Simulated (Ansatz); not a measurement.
## Ru: energy against volume

Ru (hcp, P6_3/mmc, 13.493 Å³/atom and stress up to 0.01 GPa in the relaxed cell, c along z) under hydrostatic pressure, with the cell free. r2SCAN in Ansatz, a plane-wave DFT program (PAW, default set), 500 eV, 20×20×11 Γ-centred mesh, Fermi-Dirac smearing 0.05 eV; ions are relaxed, or left where forces stay under 0.02 eV/Å, within the symmetry of each cell.

Here V stands for volume and E for E less E0.

```
volume (Å³/atom)  E less E0 (meV/atom)  pressure (GPa)
----------------  --------------------  --------------
13.5746                           0.54           -2.00
13.5336                           0.14           -1.00
13.4934                           0.00           -0.01
13.4578                           0.08            0.89
13.4112                           0.50            2.09
13.3202                           2.34            4.50
13.1591                           9.03            8.99
12.9603                          23.80           15.00
12.5269                              ?               ?
```

Problem. Fit E against V with the third-order Birch-Murnaghan form, a cubic in V^(-2/3), and predict the withheld value at V = 12.5269.

Solution. With u = V^(-2/3) - 0.1776, the rows have u = -0.0018689, -0.0015142, -0.0011646, -0.0008536, -0.0004444, 0.0003615, 0.0018111, 0.0036411. Least squares gives E = 1.345 + 2359.3·u + 1036317·u² + 2578862·u³. Residuals (row less fit): 0.001, 0.000, 0.001, -0.005, -0.001, 0.007, -0.002, 0.001; standard error 0.004 (degrees of freedom: 4). Its minimum lies at u = -0.0011432, so V0 = (0.1764568)^(-3/2) = 13.49. There d²E/du² = 2055000 and d³E/du³ = 1.547e7, so B0 = (4/9) × 13.49^(-7/3) × 2055000 × 0.160218 = 338 GPa (the last factor turns the table's units into GPa), and B0' = 4 + (2/3) × 0.1764568 × (1.547e7)/2055000 = 4.9. B0' rests on the cubic coefficient alone and has a standard error of 0.1 from these residuals. At the withheld row, u = 0.0077977, so E = 1.345 + 2359.3 × 0.0077977 + 1036317 × 0.0077977² + 2578862 × 0.0077977³ = 83.977 meV/atom. The calculation gives 83.89 meV/atom, 0.087 meV/atom below the prediction (0.1 % of the range of E in the table). The row lies outside the fitted rows, so this is an extrapolation. The scatter of the fitted rows lies at the last printed digit.

In a metal these values are sensitive to mesh and smearing; energies are taken to zero smearing, stresses follow the free energy. The runs aren't spin-polarised. Other structures, which can take over under pressure, weren't tried. The same form fitted to the pressure column gives B0' = 4.8; series where the two differ by over 0.4 aren't shown. Rows are the converged runs of the series near zero and its far end, less any whose ions stayed unrelaxed beside relaxed ones; series whose fitted rows scatter by over a few per cent of the range, as at a crossing or softening among them, aren't shown in this form.
